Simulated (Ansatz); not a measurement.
The starting structures come from a database of crystals and need not be the phases stable at ambient conditions.

By PBEsol, the system below comes out a metal.

A figure of merit of an interconnect metal is its ballistic conductance per area.

Input:

```yaml
crystal:
  lattice:
    - [3.92767, 0.00000, 0.00000]
    - [0.00000, 5.55456, 0.00000]
    - [0.00000, 2.77728, 2.77728]
  atoms:
    - { symbol: Sc, position: [0.00000, 0.00000, 0.00000] }
    - { symbol: Ir, position: [0.50000, 0.00000, 0.50000] }
    - { symbol: Ir, position: [0.50000, 0.50000, 0.50000] }
    - { symbol: Ir, position: [0.00000, 0.50000, 0.00000] }
```

Space group of this cell: Pm-3m, Cu3Au type. The cell is taken as given; by PBEsol its mean pressure is -6.2 GPa.

The current flows along the normal of the first two printed cell vectors, the (110) plane of the conventional cell. No spin-orbit coupling; the value is a mean over 0.1 eV about the Fermi level.

**Question.** State the ballistic conductance per area according to PBEsol (Ansatz, a program for electronic structure).

**Answer.** 1.2 × 10¹⁵ S/m² for both spins.
